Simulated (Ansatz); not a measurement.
## A computed series for Ti3Al: point defects

The reference is an 8-atom supercell of Ti₃Al (space group P6_3/mmc, No. 194; a = 5.7553 Å, c = 4.6546 Å) at its relaxed geometry.

One neutral defect a cell, atoms relaxed at fixed cell.

Computed with PBE (Ansatz, a quantum-chemistry and plane-wave program, PAW, no spin-orbit coupling), earlier PAW set.

| variant | largest displacement of a host atom from its site in the perfect cell | pressure |
|---|---|---|
| perfect supercell | – | 0.0 GPa |
| P on a Al site, symmetric start | 0.04 Å | -6.2 GPa |
| Ti interstitial (started 1.86 Å from the nearest host atom), symmetric start | 0.29 Å | 19.5 GPa |
| Ti vacancy, symmetric start | 0.11 Å | -3.6 GPa |
| Al vacancy | 0.53 Å | -5.8 GPa |
| Lu on a Al site | 0.08 Å | 10.5 GPa |

In so small a cell the defect repeats every few ångströms: this is an ordered compound, not a dilute defect. Defects with a symmetric start kept the site's symmetry and may sit on a saddle; the others started slightly shaken. The final runs are not spin-polarised.
